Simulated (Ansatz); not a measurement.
Take TiO$_{2}$ in the anatase structure (space group I4_1/amd, No. 141; a = 3.770 Å, c = 9.555 Å) as the base.

Perturbation: every lattice vector is shortened by 4.64 %; the atoms relax in the strained cell.

Levels (all Ansatz, a first-principles code, PAW, earlier PAW set): PBEsol (420 eV, without spin-orbit coupling); r2SCAN (500 eV, scalar-relativistic without spin-orbit coupling); HSE06 (420 eV, no spin-orbit coupling); PBEsol+SOC (420 eV, with spin-orbit coupling).

One geometry, relaxed with PBEsol, under each level:

```csv
level,band gap,lowest conduction level above the VBM at special points,pressure
PBEsol,2.22 eV,Γ 2.22 eV; M 2.69 eV; S₀ 3.64 eV; S 3.64 eV,39.55 GPa
r2SCAN,2.71 eV,Γ 2.71 eV; M 3.17 eV; S₀ 4.10 eV; S 4.10 eV,43.25 GPa
HSE06,3.84 eV,Γ 3.84 eV; M 4.36 eV; S₀ 5.34 eV,–
PBEsol+SOC,2.22 eV,Γ 2.22 eV; M 2.69 eV; S₀ 3.64 eV; S 3.64 eV,39.55 GPa
```

Single points use the geometry relaxed with PBEsol. Their cutoffs differ, which shifts pressures a little. HSE06 gaps are upper bounds (no full band path). The spin-orbit shifts are approximate. Stability against distortions was not tested. The runs without spin-orbit coupling are not spin-polarised.
